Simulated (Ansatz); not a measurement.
Here is the system:

```
Al3Ti
1.0
   -1.90775     1.90775     4.27646
    1.90775    -1.90775     4.27646
    1.90775     1.90775    -4.27646
Ti Al
1 3
Direct
  0.00000   0.00000   0.00000
  0.50000   0.50000   0.00000
  0.75000   0.25000   0.50000
  0.25000   0.75000   0.50000
```

Calculation: PBEsol, DFPT electron-phonon coupling, linearised Boltzmann equation (plane waves, PAW, scalar-relativistic; Ansatz, a first-principles code). How the cell was made: relaxed with this functional, without spin-orbit coupling.

Problem. Estimate the phonon-limited resistivity at 300 K, by direction if it differs.

Solution. 9.8 (x), 9.8 (y), 10.5 (z) μΩ·cm.

Problem. How long is the mean free path there?

Solution. 15.6 (x), 15.6 (y), 14.9 (z) nm, weighted by the current that each state carries. Wires not much wider than this gain resistivity from their walls.

A metal at this level (no band gap). Only scattering by harmonic phonons is included (no impurities, grain boundaries, electron-electron scattering or thermal expansion). Spin-orbit coupling is left out. Halving the electron mesh (20x20x20) moves the resistivity by up to 3 % at 300 K, the mean free path by up to 7 %. Smearing 0.20 eV; phonons on a 5x5x5 q mesh, which this run doesn't test.

Computed structure with no diffraction record at hand here (it may be known, metastable or hypothetical): TiAl3 (I4/mmm).
